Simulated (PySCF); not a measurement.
PySCF 2.14.0, PBE0/def2-svp, df: W(NMe)2(NH2)(OSiH3) (C[N]=[W]([NH2])(=[N]C)[O][SiH3]), 19 atoms. The geometry is a generated start, not checked to be a minimum at this level.

| Quantity | Result |
|---|---|
| task | energy |
| method | pbe0 |
| basis | def2-svp |
| two-electron scheme | density fitting |
| mol.max_memory | 3000 MB |
| mf.max_cycle | 100 |
| mf.conv_tol | 1e-09 (default) |
| mf.grids.level | 3 (default) |
| effective core potentials | those of the basis set, past Kr |
| basis functions | 189 |
| grid points | 235400 |

```xyz
19

W     -0.2739     0.4604     0.0874
N     -0.6132    -0.6393     1.4623
C     -1.0044    -1.7441     2.2705
H     -0.6640    -2.6927     1.8324
H     -0.5858    -1.6669     3.2830
H     -2.0983    -1.7843     2.3605
N     -0.5504    -0.3139    -1.5053
C     -0.8745    -1.2168    -2.5570
H     -0.5520    -2.2378    -2.3105
H     -1.9590    -1.2342    -2.7307
H     -0.3872    -0.9232    -3.4966
N     -1.6410     1.9354     0.2229
H     -2.1504     2.1914     1.0752
H     -2.1313     2.3707    -0.5664
O      1.5838     1.1270     0.1898
Si     3.1407     1.5025     0.1111
H      3.6106     1.3072    -1.2710
H      3.8822     0.6389     1.0460
H      3.2679     2.9199     0.4965
```

Charge 0 and multiplicity 1 are set for this test and not shown to be the ground state.

With the defaults (mf.DIIS = CDIIS, mf.diis = true, mf.init_guess = minao, mf.damp = 0, mf.diis_start_cycle = 1, mf.diis_space = 8, mf.level_shift = 0) it converges in 15 Fock builds. One run each on 2 threads, 1 BLAS thread, with these changes:
- mf.diis_space = 20
- mf.diis = false
- mf.init_guess = 1e
- mf.diis_space = 3
- mf.DIIS = EDIIS
- mf.level_shift = 1 Hartree
- mf.damp = 0.3, mf.diis_start_cycle = 4
- mf.init_guess = huckel
- mf.level_shift = 0.3 Hartree

Question: Which runs fail or end elsewhere than the default run?

Answer: No convergence: mf.DIIS = EDIIS; mf.diis = false (the run ends without SCF convergence in 100 cycles). The rest reach the solution of the defaults.

| setting | Fock builds | end |
|---|---|---|
| mf.diis_space = 20 | 14 | same solution |
| the defaults | 15 | same solution |
| mf.init_guess = huckel | 18 | same solution |
| mf.level_shift = 0.3 Hartree | 18 | same solution |
| mf.damp = 0.3, mf.diis_start_cycle = 4 | 19 | same solution |
| mf.init_guess = 1e | 22 | same solution |
| mf.diis_space = 3 | 35 | same solution |
| mf.level_shift = 1 Hartree | 38 | same solution |
| mf.DIIS = EDIIS | 101 | no convergence |
| mf.diis = false | 101 | no convergence |
